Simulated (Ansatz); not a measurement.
The starting structures come from a database of crystals and need not be the phases stable at ambient conditions.

Consider the following.

```
CELL_PARAMETERS angstrom
      6.99980     0.00000     0.00000
     -0.35323     6.99088     0.00000
      3.32328     3.49544     5.07295
ATOMIC_POSITIONS crystal
  Rb 0.75000 0.25000 0.50000
  Rb 0.25000 0.75000 0.50000
  Rb 0.50000 0.50000 0.00000
  Y  0.00000 0.00000 0.00000
  F  0.00000 0.30387 0.69613
  F  0.00000 0.69613 0.30387
  F  0.30387 0.00000 0.69613
  F  0.69613 0.00000 0.30387
  F  0.76962 0.76962 0.00000
  F  0.23038 0.23038 0.00000
```

Space group of this cell: I4/mmm. The cell is taken as given; by r2SCAN its mean pressure is -1.4 GPa.

Transport runs along the normal of the first two printed cell vectors, the (110) plane of the conventional cell.

No gap correction and no spin-orbit coupling; mid-gap values are interpolated between computed energies.

State the band gap and the smallest decay constant κ at mid-gap according to r2SCAN in Ansatz (a quantum-chemistry and plane-wave program).

Gap 5.78 eV on a 6×6×6 mesh; κ = 0.543 1/Å, at the zone centre.
